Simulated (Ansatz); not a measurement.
**Ag (P6₃/mmc, No. 194, 4 atoms in the cell; start COD 1509194; another form than the element's usual one)**

All values below come from PBEsol (PAW; Ansatz, a program for electronic structure).

Run with plane-wave cutoff 520 eV, 24×24×6 k mesh (along the axes of the cell as run), Fermi–Dirac smearing 0.05 eV, no spin polarisation, scalar-relativistic PAW data made under PBE.

Cell (relaxed at this level):

Space group P6₃/mmc (No. 194); a = b = 2.864 Å, c = 9.384 Å, α = β = 90.00°, γ = 120.00°

| atom | site | symmetry | x | y | z |
|---|---|---|---|---|---|
| Ag | 2c | -6m2 | 0.3333 | 0.6667 | 0.2500 |
| Ag | 2a | -3m. | 0.0000 | 0.0000 | 0.0000 |

band gap: none
bulk modulus B0: 119 GPa

Note: the relaxation could not lower the start's symmetry, so the cell can be a saddle point above a distorted one; the bulk modulus is −V dP/dV from two relaxed cells at ±2 % in volume.

Spin–orbit coupling is not included.

Computed values are for the static lattice.
